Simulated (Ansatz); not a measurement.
Given:

```
CELL_PARAMETERS angstrom
      0.00000     2.85573     2.85573
      2.85573     0.00000     2.85573
      2.85573     2.85573     0.00000
ATOMIC_POSITIONS crystal
  Li 0.25000 0.25000 0.25000
  Li 0.75000 0.75000 0.75000
  S  0.00000 0.00000 0.00000
```

No spin polarisation.

Computed with PBEsol (Ansatz, a program for electronic structure; PAW; 420 eV plane waves; without spin-orbit coupling). Settings: 10×10×10 k-points, 0.05 eV Fermi–Dirac smearing.

Task: Predict the pressure, space group and electron mass.

Result: The pressure comes out as -1.18 GPa, the space group comes out as Fm-3m (No. 225) and the electron mass comes out as 0.63 mₑ along k, 0.33 mₑ across (at X).

The levels and masses belong to the bands next to the band gap. The cells carry an imposed strain or load. Masses are band curvatures over ±0.01 Å⁻¹ around the edge. Along k means along the line from Γ to the band edge. Whether these cells are dynamically stable was not tested. The cell was made from Li2S in the anti-fluorite structure (space group Fm-3m, No. 225) by this change: isotropic strain +1.00 %.
